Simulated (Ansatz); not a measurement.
**What biaxial strain +0.94 %, plane normal [001], relaxed out of plane does to GeS**

Take GeS in the GeS type structure (space group Pnma, No. 62; a = 10.097 Å, b = 3.644 Å, c = 4.019 Å; layered, stacked along the Cartesian x axis) as the base. Axes: x, y, z lie along a, b, c of the conventional cell.

One thing is altered: biaxial strain +0.94 %, plane normal [001], relaxed out of plane (Cartesian); in-plane vectors clamped, the third vector and the atoms free.

Level of theory: DFT with PBEsol-D3(BJ), PAW potentials and a 420 eV plane-wave cutoff in Ansatz (a program for electronic structure), no spin-orbit coupling. Γ-centred 9×4×8 mesh, Fermi–Dirac width 0.05 eV, for the changed cell.

```json
[
 {"quantity": "volume per atom", "base": "18.49 Å³", "changed": "18.65 Å³", "shift": "+0.16 Å³"},
 {"quantity": "space group", "base": "Pnma (No. 62)", "changed": "Pnma (No. 62)", "shift": "–"},
 {"quantity": "shortest interatomic distance", "base": "2.436 Å", "changed": "2.433 Å", "shift": "-0.003 Å"},
 {"quantity": "pressure (mean of the normal stresses, compression positive)", "base": "0.00 GPa", "changed": "-0.55 GPa", "shift": "-0.55 GPa"},
 {"quantity": "band gap (an upper bound: an edge found on the path is not a true extremum; both cells)", "base": "0.56 eV", "changed": "0.52 eV", "shift": "-0.048 eV"},
 {"quantity": "out-of-plane strain", "base": "–", "changed": "-0.98 %", "shift": "–"},
 {"quantity": "ratio −ε⊥/ε∥", "base": "–", "changed": "1.05", "shift": "–"}
]
```

Final structure (turned so that z lies along the plane normal):

```
GeS
1.0
    3.67846     0.00000     0.00000
    0.00000    10.19147     0.00000
    0.00000     0.00000     3.97990
Ge S
4 4
Direct
  0.25000   0.88160   0.10735
  0.75000   0.61840   0.60735
  0.75000   0.11840   0.89265
  0.25000   0.38160   0.39265
  0.25000   0.14601   0.49200
  0.75000   0.35399   0.99200
  0.75000   0.85399   0.50800
  0.25000   0.64601   0.00800
```

Stability against distortions was not tested. The program warned that a D3 coordination switch lies within reach, so dispersion energies are less smooth here.
